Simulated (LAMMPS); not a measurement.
Pressure dependence of Si (diamond structure) at 2190 K, from the melt.

Method: classical MD, pair style meam, file AlSiMgCuFe.meam; code LAMMPS.

```
P (GPa)   state                  volume       coordination number  self-diffusion coefficient of Si (not corrected for cell size)
-------  ------  ----------------------  ------------------------  --------------------------------------------------------------
0        liquid    21.55 ± 0.01 Å³/atom  7.29 (counted to 3.38 Å)                                     (1.60 ± 0.06) × 10^-4 cm²/s
2        liquid    20.28 ± 0.02 Å³/atom  7.60 (counted to 3.34 Å)                                     (1.60 ± 0.03) × 10^-4 cm²/s
5        liquid  19.191 ± 0.010 Å³/atom   8.2 (counted to 3.34 Å)                                     (1.36 ± 0.01) × 10^-4 cm²/s
```

Caution (rows 2; 5): a run this short can hold a crystal over, or a liquid under, the potential's own melting point, which these runs don't give.

Estimate the isothermal bulk modulus at zero pressure. A parabola P(ln V) through the three points gives −dP/d ln V = 22 GPa at zero pressure.

States go by the mean squared displacement: a species diffuses where it passes 1.5 Å², still rises and gives D over 1e-6 cm²/s; a crystal has left its structure where atoms lie 0.35 Å off their sites on average or a cubic box changes its shape by 3 %, or the axial ratios of another lie 8 % off the starting cell's, which the potential's own relaxation can also do.

Errors of D are the spread over four groups of atoms in one short run; a floor of about 5 %, a picked value, is safer.

Uncertainties are statistical and leave out the potential's own error.
